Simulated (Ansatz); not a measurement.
**MgS, response to strain**

The parent structure is MgS in the rock salt structure (space group Fm-3m, No. 225; a = 5.203 Å). Axes: x, y, z lie along the cube axes.

Strains are applied to the cell and any free atomic positions relax; under biaxial strain the out-of-plane vector relaxes too.

Computed with r2SCAN/PAW in Ansatz (a quantum-chemistry and plane-wave program), no SOC.

Notes on the quantities. energy relative to the base: free energy F; pressure: mean of the normal stresses, compression positive.

```csv
case,hole mass,energy relative to the base,pressure,shortest interatomic distance
base,–,0 meV/atom,0.00 GPa,2.602 Å
"biaxial strain +0.42 %, plane normal [111], relaxed out of plane","0.21 mₑ out of plane, 2.2 mₑ in plane (at Γ)",+0.3 meV/atom,-0.49 GPa,2.607 Å
"biaxial strain +0.83 %, plane normal [111], relaxed out of plane","0.21 mₑ out of plane, 2.1 mₑ in plane (at Γ)",+1.3 meV/atom,-0.97 GPa,2.612 Å
"biaxial strain +1.25 %, plane normal [111], relaxed out of plane","0.21 mₑ out of plane, 2.0 mₑ in plane (at Γ)",+3.0 meV/atom,-1.43 GPa,2.618 Å
"biaxial strain +1.67 %, plane normal [111], relaxed out of plane","0.21 mₑ out of plane, 1.9 mₑ in plane (at Γ)",+5.3 meV/atom,-1.89 GPa,2.624 Å
"biaxial strain +2.08 %, plane normal [111], relaxed out of plane","0.21 mₑ out of plane, 1.9 mₑ in plane (at Γ)",+8.2 meV/atom,-2.32 GPa,2.629 Å
"biaxial strain +2.50 %, plane normal [111], relaxed out of plane","0.21 mₑ out of plane, 1.8 mₑ in plane (at Γ)",+12 meV/atom,-2.74 GPa,2.635 Å
```

The levels and masses belong to the bands next to the band gap. Masses are band curvatures over ±0.01 Å⁻¹ around the edge. Whether these cells are dynamically stable was not tested.
